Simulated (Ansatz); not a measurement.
The parent structure is AlAs in the wurtzite structure (space group P6_3mc, No. 186; a = 4.003 Å, c = 6.581 Å; a model cell, its experimental status unchecked).

Levels (all Ansatz, a program for electronic structure, PAW): PBEsol (420 eV, no SOC); HSE06 (420 eV, no spin-orbit coupling).

Its gap is 1.64 eV with PBEsol and 2.41 eV with HSE06.

Now apply this change: a fraction x = 0.75 of the Al sites is given to Ga, ordered in a cell of 8 atoms (starting symmetry Cm) and fully relaxed.

With PBEsol the gap becomes 0.61 eV.

Q: If the HSE06 correction stayed the same, what would the HSE06 gap be, and what does the HSE06 run give?

A: A rigid correction of +0.77 eV gives 1.38 eV. The HSE06 run gives 1.50 eV, so the correction itself changes by +0.12 eV.

Single points use the geometry relaxed with PBEsol. HSE06 was sampled on its mesh, a few special points and the semilocal edge points, so its gap is an upper bound. These are small ordered cells, not random alloys; other orderings at the same x differ. Whether these cells are dynamically stable was not tested. This is not the structure that AlAs has at room temperature and ambient pressure. This is not the structure that GaAs has at room temperature and ambient pressure.
